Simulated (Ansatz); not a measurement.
Consider MoSe2 in the 2H-MoS2 type structure (space group P6_3/mmc, No. 194; layered, stacked along the Cartesian z axis).

```yaml
crystal:
  lattice:
    - [3.22780, 0.00000, 0.00000]
    - [-1.61390, 2.79535, 0.00000]
    - [0.00000, 0.00000, 12.34694]
  atoms:
    - { symbol: Mo, position: [0.33333, 0.66667, 0.25000] }
    - { symbol: Mo, position: [0.66667, 0.33333, 0.75000] }
    - { symbol: Se, position: [0.33333, 0.66667, 0.61470] }
    - { symbol: Se, position: [0.66667, 0.33333, 0.11470] }
    - { symbol: Se, position: [0.66667, 0.33333, 0.38530] }
    - { symbol: Se, position: [0.33333, 0.66667, 0.88530] }
```

Computed with PBEsol-D3(BJ)/PAW in Ansatz (a quantum-chemistry and plane-wave program), without spin-orbit coupling.

For the base:

- Smallest direct gap = 1.54 eV
- Gap character = indirect, Γ → K–Γ (47 % along)
- Density = 7.57 g/cm³
- Shortest interatomic distance = 4.729 bohr
- c/a ratio = 3.825

Modification: every Se is replaced by Te, then cell and atoms are relaxed.

Problem. What does the calculation give for the smallest direct gap after the change?

Solution. The smallest direct gap shrinks by 0.75 eV to 0.79 eV.

Problem. Estimate the effect on the gap character.

Solution. The gap character goes from indirect, Γ → K–Γ (47 % along) to indirect, K–Γ (81 % along) → K–Γ (44 % along).

Problem. How does this affect the density?

Solution. The density grows by 1.00 g/cm³ (7.57 g/cm³ → 8.57 g/cm³).

Problem. What does the calculation give for the shortest interatomic distance after the change?

Solution. The shortest interatomic distance increases by 0.351 bohr, from 4.729 bohr to 5.080 bohr.

Problem. How does this affect the c/a ratio?

Solution. The c/a ratio grows by 0.0564 to 3.882.

With Te present, leaving out spin-orbit coupling can change the band edges. Whether these cells are dynamically stable was not tested.
